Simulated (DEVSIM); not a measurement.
System: abrupt In0.53Ga0.47As n-p junction, at 250 K.

| layer (left to right) | material | thickness (μm) | Nd (cm⁻³) | Na (cm⁻³) | τn (s) | τp (s) |
|---|---|---|---|---|---|---|
| 1 | In0.53Ga0.47As | 11.0 | 1.6e15 | - | 5.3e-9 | 5.3e-9 |
| 2 | In0.53Ga0.47As | 1.80 | - | 1.8e16 | 5.3e-9 | 5.3e-9 |

Left contact: ohmic. Right contact: ohmic. Voltage is applied to the left contact. Recombination: SRH at mid-gap, Auger. Mobility is μmin + (μ − μmin)/(1 + (N/Nref)^α).

The device is made up for the run: typed textbook-type constants, with dimensions and the other settings drawn at random. Values at 300 K; Nc and Nv go as T^1.5, mobilities as T to minus their exponent, the gap by Varshni's rule with the affinity fixed.

```
parameter         In0.53Ga0.47As
----------------  --------------
gap (eV)                    0.74
affinity (eV)               4.51
permittivity                13.9
Nc (cm⁻³)                 2.1e17
Nv (cm⁻³)                 7.7e18
μn (cm²/Vs)                12000
μp (cm²/Vs)                  300
μn,min                       300
μp,min                        10
Nref,n                    1.3e17
Nref,p                    4.9e17
αn                          0.48
αp                           0.4
T exponent of μn             1.6
T exponent of μp             1.6
Cn (cm⁶/s)                 5e-29
Cp (cm⁶/s)                 5e-29
Varshni α (eV/K)         0.00035
Varshni β (K)                190
```

Model (solved in DEVSIM): 1D drift-diffusion, Boltzmann statistics, complete ionisation; no tunnelling, impact ionisation, image-force lowering or self-heating.

**Question.** Give the dark reverse current.

**Answer.** 
| V (V) | J (A/cm²) |
|---|---|
| 0.04 | 2.3e-6 |
| 0.10 | 4.5e-6 |
| 0.20 | 7.4e-6 |
| 0.30 | 1.0e-5 |
| 0.40 | 1.2e-5 |
| 0.60 | 1.6e-5 |
| 0.80 | 2.0e-5 |
| 1.00 | 2.4e-5 |
| 1.30 | 2.8e-5 |
| 1.60 | 3.2e-5 |
| 2.00 | 3.7e-5 |
